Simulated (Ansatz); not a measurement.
Input:

```
Al2CdS4
1.0
    5.47985     0.00000     0.00000
    0.00000     5.47985     0.00000
    2.73993    -2.73993     5.12129
Al Cd S
2 1 4
Direct
  0.50000   0.50000   0.00000
  0.75000   0.75000   0.50000
  0.00000   0.00000   0.00000
  0.13315   0.40694   0.27237
  0.59449   0.86542   0.27237
  0.40694   0.59449   0.72763
  0.86542   0.13315   0.72763
```

No spin polarisation.

The values are results of PBEsol (Ansatz, a first-principles code, PAW, without spin-orbit coupling), not measurements. Settings: 9×9×9 k-points, 0.05 eV Fermi–Dirac smearing.

Task: Predict the space group.

Result: I-4 (No. 82).

Task: Estimate the mean in-plane stress (compression positive).

Result: +0.4 GPa.

The cells carry an imposed strain or load. Stability against distortions was not tested. The cell was made from Al$_{2}$CdS$_{4}$ (space group I-4, No. 82) by this change: biaxial strain −0.75 %, plane normal [001], relaxed out of plane.
